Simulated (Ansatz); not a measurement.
What F → Cl does to hypothetical ReO3 type BiF3

The reference is BiF3 in the ReO3 type structure (space group Pm-3m, No. 221; a = 4.526 Å; a hypothetical phase, not in the database extracts checked).

Now apply this change: full substitution F → Cl, then cell and atoms are relaxed.

Level of theory: r2SCAN/PAW in Ansatz (a program for electronic structure), no spin-orbit coupling. Γ-centred 6×6×6 mesh, Fermi–Dirac width 0.05 eV, for the changed cell.

The volume per atom rises by 16.125 Å³ to 39.31 Å³ and the lattice parameter a rises by 0.8710 Å (4.526 Å → 5.398 Å). The shortest interatomic distance grows by 0.436 Å (2.263 Å → 2.699 Å) and the band gap shrinks by 2.053 eV to 1.49 eV. The gap character remains direct at R and the width of the top valence band falls by 1.86 eV (3.73 eV → 1.87 eV). The electron mass (degenerate bands, along [100]) becomes 0.067, 0.85, 0.85 mₑ (at R) (base: 0.18, 2.1, 2.1 mₑ (at R)) and the hole mass changes from 0.29 mₑ (at R) to 0.11 mₑ (at R).

With Bi present, leaving out spin-orbit coupling can change the band edges. Effective masses come from finite differences of ±0.01 Å⁻¹. No phonon test of stability was made. As relaxed here, BiCl3 is a hypothetical phase, not in the database extracts checked.
